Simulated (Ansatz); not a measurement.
Cubic perovskite CsPbBr3 (cubic high-temperature phase): smallest direct gap on the k points sampled by level of theory

No measured value is used here.

```
level (code)           value (eV)
---------------------  ----------
LDA+SOC (Ansatz)             0.18
BLYP (Ansatz)                1.63
RPBE (Ansatz)                1.64
r²SCAN+SOC (Ansatz)          0.62
PBE0 (Ansatz)                   ?
Hartree–Fock (Ansatz)           ?
G0W0@PBEsol (Ansatz)         2.71
```

### Question
Fill in the missing entries.

### Answer

- PBE0 (Ansatz, a quantum-chemistry and plane-wave program), value (eV): 2.74
- Hartree–Fock (Ansatz), value (eV): 7.02

Computed values are for a static lattice. Levels without +SOC have no spin–orbit coupling; where heavier elements are present it shifts gaps, mostly down, and can invert bands.  G0W0@PBEsol: filled d or f shells below the valence bands can shift G0W0 gaps through exchange with them, which wasn't tested here. Values are at the measured cell. Cutoffs and k meshes differ between the levels. Ansatz's density-functional and Hartree–Fock values are scalar-relativistic unless marked +SOC, with PAW data made under PBE.
